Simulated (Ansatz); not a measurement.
Base system: Au in the fcc (Cu type) structure (space group Fm-3m, No. 225; a = 4.125 Å; relaxed with 0.1 eV smearing).

Method: r2SCAN (Ansatz, an electronic-structure program, PAW, no SOC).

Base values:

| Quantity | Result |
|---|---|
| Pressure | 0.0 GPa |

Modification: the cell is scaled by 0.9750 in all directions; the atoms relax in the strained cell.

**Question.** What does the calculation give for the energy relative to the base after the change?

**Answer.** The energy goes up by 54 meV/atom.

**Question.** What happens to the pressure?

**Answer.** The pressure goes from zero to 14.6 GPa.

No phonon test of stability was made.
